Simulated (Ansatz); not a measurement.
# AlCo: response to strain

The reference is AlCo in the CsCl type structure (space group Pm-3m, No. 221; weakly magnetic (sensitive to the mesh); relaxed with 0.1 eV smearing).

```
CELL_PARAMETERS angstrom
      2.82503     0.00000     0.00000
      0.00000     2.82503     0.00000
      0.00000     0.00000     2.82503
ATOMIC_POSITIONS crystal
  Al 0.00000 0.00000 0.00000
  Co 0.50000 0.50000 0.50000
```

Cartesian axes are those of the cell as printed.

Strains are applied to the cell and any free atomic positions relax; under biaxial strain the out-of-plane vector relaxes too.

Computed with r2SCAN, PAW, 500 eV (Ansatz, an electronic-structure program; scalar-relativistic without spin-orbit coupling).

Candidates:
(a) biaxial strain +0.14 %, plane normal [001], relaxed out of plane
(b) uniaxial strain ε_yy = +1.62 %
(c) strain tensor (xx, yy, zz, yz, xz, xy) = (+0.81, −1.12, +1.15, +0.48, −0.52, +0.71) %

Notes on the quantities. energy relative to the base: free energy F.

Question: Order them by energy relative to the base, lowest first.

Answer: (a) biaxial strain +0.14 %, plane normal [001], relaxed out of plane (0.0 meV/atom), (b) uniaxial strain ε_yy = +1.62 % (+2.5 meV/atom), (c) strain tensor (xx, yy, zz, yz, xz, xy) = (+0.81, −1.12, +1.15, +0.48, −0.52, +0.71) % (+4.5 meV/atom)

Other magnetic orders, which the real material may have, were not ruled out. Whether these cells are dynamically stable was not tested. Starting moments died away, wholly or in part, for the base; another magnetic solution may exist.
